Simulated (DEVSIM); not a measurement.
Structure: abrupt GaAs p-n junction, at 300 K.

```tsv
layer (left to right)	material	thickness (μm)	Nd (cm⁻³)	Na (cm⁻³)	τn (s)	τp (s)
1	GaAs	1.20	-	3e15	1e-7	1e-7
2	GaAs	1.90	1.4e17	-	1e-7	1e-7
```

Left contact: ohmic. Right contact: ohmic. Voltage is applied to the left contact. Recombination: SRH at mid-gap, Auger. Mobility is constant in doping.

The device is made up for the run: typed textbook-type constants, with dimensions and the other settings drawn at random. Values at 300 K; Nc and Nv go as T^1.5, mobilities as T to minus their exponent, the gap by Varshni's rule with the affinity fixed.

```csv
parameter,GaAs
gap (eV),1.424
affinity (eV),4.07
permittivity,12.9
Nc (cm⁻³),4.7e17
Nv (cm⁻³),9e18
μn (cm²/Vs),8500
μp (cm²/Vs),400
T exponent of μn,2.1
T exponent of μp,2.2
Cn (cm⁶/s),1e-30
Cp (cm⁶/s),1e-30
Varshni α (eV/K),0.000541
Varshni β (K),204
```

Simulated with DEVSIM: 1D drift-diffusion, Boltzmann statistics, complete ionisation; no tunnelling, impact ionisation, image-force lowering or self-heating.

The temperature was swept, all else fixed.

```
temperature (K)  dark forward voltage at 1 A/cm² (V)  potential step across the device at zero bias (V)  dark forward voltage at 100 A/cm² (V)
---------------  -----------------------------------  -------------------------------------------------  -------------------------------------
250                                            1.020                                              1.259                                  1.124
300                                            0.903                                              1.186                                  1.028
350                                            0.784                                              1.109                                  0.930
400                                            0.662                                              1.030                                  0.830
450                                                …                                              0.948                                      …
500                                            0.415                                              0.865                                  0.626
```

Task: Complete the blanks.

Result: 
- 450, dark forward voltage at 1 A/cm² (V): 0.539
- 450, dark forward voltage at 100 A/cm² (V): 0.729
